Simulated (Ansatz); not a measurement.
Ta2O5 (within 0.1 Å of Cmmm, No. 65, 7 atoms in the cell; start mp-1238961) was calculated with r²SCAN+SOC (plane waves, PAW; Ansatz, a quantum-chemistry and plane-wave program).

Run with plane-wave cutoff 560 eV, 10×10×6 k mesh (along the axes of the cell as run), Fermi–Dirac smearing 0.01 eV, PAW data made under PBE.

Cell (relaxed with PBEsol):

```xyz
7
Lattice="3.8394 0.0000 -0.0296 0.0000 3.8600 0.0000 -1.8682 0.0000 6.5188" Properties=species:S:1:pos:R:3 pbc="T T T"
Ta     1.0008     0.0000     5.1447
Ta     0.9704     0.0000     1.3445
O      1.0017     1.9300     5.1889
O      0.9694     1.9300     1.3003
O     -0.9148     0.0000     5.6679
O      2.8860     0.0000     0.8213
O      0.9856     0.0000     3.2446
```

Question: Predict the band gap and smallest direct gap on the k points sampled.

Answer: 
- band gap = 2.65 eV (indirect)
- smallest direct gap on the k points sampled = 3.28 eV

Note: cell and atoms aren't relaxed at this level (largest force component 0.14 eV/Å).

The computed numbers hold no vibrational or temperature effects.

Cost on a shared machine: roughly 12 core-minutes.

A start named mp-… is a Materials Project structure, which need not be a measured phase.
